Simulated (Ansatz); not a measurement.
**A constructed model of the (100) surface of germanium, top plane replaced by bridging Se, 1x1 (bottom of the slab: dihydride, held)**

Calculation: PBE (plane waves to 420 eV, PAW; Ansatz, a first-principles code).

Model: 10-atom slab, 11.0 Å thick at the start with caps and adatoms (thin: gaps and levels are the slab's own), 7x7x1 mesh, Fermi-Dirac 0.025 eV, dipole correction, 4 atoms held, the rest relaxed; symmetry of the start imposed; no spin (in PBE a spin-polarised start ends no clearly lower), no spin-orbit, no U. The slab shows no gap on its mesh. It is one candidate, not shown to be the stable structure of the face.

* **work function of the top face**: 5.18 eV
* **energy released by relaxation**: 0.011 eV
* **cost**: very roughly 2.1 core-minutes
